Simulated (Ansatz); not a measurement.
Cell of fluorite-type NiSi2 (0 0 1) on zinc-blende ZnS (0 0 1) (film strained to the substrate, started from cuts of the bulks and a machine-learned relaxation; slabs S5Zn6 and Ni4Si8, which can lie off the formulas), relaxed at this level with a, b, gamma of the cell held:

```xyz
23
Lattice="3.8491 0.0003 0.0424 0.0000 3.8491 -0.0218 1.8708 0.1652 26.4334" Properties=species:S:1:pos:R:3 pbc="T T T"
S      3.6086     1.9287     1.9675
S      3.5151     1.9590     7.4203
S      1.6183     3.8682     4.6670
S      3.4472     1.9909    12.8698
S      1.5615     3.8989    10.1095
Zn     3.5550     3.8610     3.3247
Zn     1.7621     1.9215     0.5108
Zn     3.5011     3.8912     8.7673
Zn     1.6055     1.9512     6.0352
Zn     3.6129     3.9239    14.2821
Zn     1.5346     1.9819    11.4767
Ni     2.7679     0.1249    20.2976
Ni     4.7076     2.0348    17.6573
Ni     2.7758     0.1542    25.5147
Ni     4.6415     2.0650    22.9661
Si     4.7013     0.1176    18.9781
Si     2.7800     2.0421    18.9430
Si     2.8516     2.0255    16.2994
Si     5.1689     0.1010    16.1628
Si     4.6921     0.1483    24.3881
Si     2.7246     2.0724    24.3508
Si     2.7339     2.0571    21.6283
Si     4.6752     0.1330    21.6635
```

The numbers are results of PBE (plane waves to 420 eV, PAW; Ansatz, a first-principles code), not measurements. Scalar-relativistic, without spin–orbit coupling; the runs are not spin-polarised. Its k-point mesh 8×8×1, Fermi–Dirac width 0.05 eV.

### Question
Give the plane-averaged electrostatic potential energy of an electron along the normal (the smooth PAW potential), about its mean over the cell.

### Answer
```
z (Å) | V (eV)
    0.000 | ########################### 3.08
    0.293 | ######################## 1.79
    0.440 | ####################### 1.47
    0.734 | ######################## 1.94
    0.880 | ########################## 2.59
    1.174 | ############################ 3.61
    1.321 | ########################### 3.48
    1.614 | ######################### 2.37
    1.761 | ######################## 2.05
    2.054 | ######################## 1.92
    2.201 | ######################## 2.06
    2.494 | ########################## 2.80
    2.641 | ########################## 3.02
    2.935 | ######################### 2.40
    3.081 | ######################## 1.87
    3.375 | ####################### 1.52
    3.522 | ######################## 1.82
    3.815 | ########################## 2.81
    3.962 | ########################## 2.95
    4.255 | ######################### 2.37
    4.402 | ######################## 1.99
    4.695 | ######################## 1.78
    4.842 | ######################## 1.83
    5.136 | ######################### 2.45
    5.282 | ########################## 2.77
    5.576 | ########################## 2.60
    5.723 | ######################## 2.07
    6.016 | ####################### 1.43
    6.163 | ####################### 1.57
    6.456 | ######################### 2.54
    6.603 | ########################## 2.90
    6.896 | ######################### 2.56
    7.043 | ######################### 2.16
    7.337 | ######################## 1.76
    7.483 | ######################## 1.76
    7.777 | ######################### 2.23
    7.924 | ########################## 2.59
    8.217 | ########################## 2.78
    8.364 | ######################### 2.35
    8.657 | ####################### 1.47
    8.804 | ####################### 1.43
    9.097 | ######################### 2.21
    9.244 | ########################## 2.72
    9.538 | ########################## 2.72
    9.684 | ######################### 2.35
    9.978 | ######################## 1.77
   10.124 | ######################## 1.73
   10.418 | ######################## 2.01
   10.565 | ######################### 2.38
   10.858 | ########################## 2.84
   11.005 | ########################## 2.60
   11.298 | ####################### 1.62
   11.445 | ####################### 1.41
   11.739 | ######################## 1.93
   11.885 | ######################### 2.49
   12.179 | ########################## 2.92
   12.325 | ########################## 2.63
   12.619 | ######################## 1.89
   12.766 | ######################## 1.79
   13.059 | ######################## 1.96
   13.206 | ######################### 2.34
   13.499 | ########################### 3.30
   13.646 | ########################### 3.30
   13.940 | ######################### 2.21
   14.086 | ######################## 1.69
   14.380 | ######################## 1.64
   14.526 | ######################### 2.20
   14.820 | ############################ 3.94
   14.967 | ############################## 4.73
   15.260 | ############################## 4.64
   15.407 | ########################### 3.09
   15.700 | ############### -2.40
   15.847 | ######### -5.27
   16.140 | ## -8.59
   16.287 | ## -8.52
   16.581 | ######### -5.16
   16.727 | ############## -2.67
   17.021 | #################### 0.17
   17.168 | #################### 0.03
   17.461 | ################## -1.11
   17.608 | ################# -1.44
   17.901 | ################# -1.31
   18.048 | ################## -1.14
   18.341 | ############## -3.03
   18.488 | ######### -5.18
   18.782 | # -9.04
   18.928 |  -9.59
   19.222 | ##### -7.31
   19.369 | ########## -4.98
   19.662 | ################# -1.27
   19.809 | ################## -0.91
   20.102 | ################# -1.54
   20.249 | ################# -1.70
   20.542 | ################# -1.27
   20.689 | ################## -0.92
   20.983 | ############### -2.25
   21.129 | ########### -4.38
   21.423 | ## -8.66
   21.570 |  -9.56
   21.863 | #### -7.92
   22.010 | ######## -5.75
   22.303 | ################ -1.80
   22.450 | ################## -1.12
   22.743 | ################# -1.47
   22.890 | ################# -1.53
   23.184 | ################## -0.83
   23.330 | #################### -0.26
   23.624 | ################### -0.59
   23.771 | ############### -2.49
   24.064 | ##### -7.41
   24.211 | # -8.96
   24.504 | ## -8.77
   24.651 | ##### -7.32
   24.944 | ############ -3.97
   25.091 | ############## -2.76
   25.385 | ################ -1.76
   25.531 | ################## -1.13
   25.825 | ###################### 1.07
   25.972 | ######################### 2.39
   26.265 | ########################### 3.46
```
